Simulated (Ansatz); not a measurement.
**Defect calculation: Ga vacancy + 1 H in zinc-blende GaAs**

Method: PBE, PAW (plane waves to 420 eV; Ansatz, an electronic-structure program). Cell: 64 sites, 2×2×2 repeats of a cell of 8 atoms; final energies on a 2×2×2 shifted mesh. Sites at the start: the Ga site; 1 H on the vacancy's neighbours. Finite-size correction: monopole term and site-potential alignment. Dielectric constants: PBE linear response of the host. Host gap at this level: 0.16 eV. Finite-size and sampling errors can reach tenths of an eV here. PBE closes or nearly closes this host's gap, so even the neutral cell can hold carriers in host bands. Spin–orbit coupling is left out. Each state is the lowest found from its start.

The name describes the start; the neighbours show where the atoms ended.

Charges with a result: +1, 0, −1, −2. Others weren't obtained, and one of them could lie lower, also by skipping a charge.

| charge | moment (μB) | largest move off a lattice site (Å) | neighbours of the last H atom of the defect at the end (Å) | image correction with alignment (eV) |
|---|---|---|---|---|
| +1† | quenched | 0.22 | As 1.53, As 2.88, As 2.89, As 2.89, Ga 3.25, Ga 3.25, Ga 3.26 | -0.17 |
| 0† | not spin-polarised | 0.23 | As 1.53, As 2.88, As 2.88, As 2.89, Ga 3.25, Ga 3.25, Ga 3.25 | 0.00 |
| −1† | 1.0 | 0.25 | As 1.53, As 2.85, As 2.86, As 2.87, Ga 3.24, Ga 3.25, Ga 3.25 | 0.28 |
| −2† | not spin-polarised | 0.27 | As 1.53, As 2.82, As 2.82, As 2.82, Ga 3.24, Ga 3.24, Ga 3.25 | 0.69 |

† Not settled in this cell, so no level is given: charge +1: a level filled in part, carriers not clearly localised, level within 0.1 eV of a band edge or past it; charge 0: a level filled in part, carriers not clearly localised, level within 0.1 eV of a band edge or past it; charge −1: a level filled in part, carriers not clearly localised, level within 0.1 eV of a band edge or past it; charge −2: level within 0.1 eV of a band edge or past it.

Starting moments that weren't kept: charge +1 began with 1 μB and ended with 0.0.

Flagged in the runs: a strain field that reaches the edge of the cell.
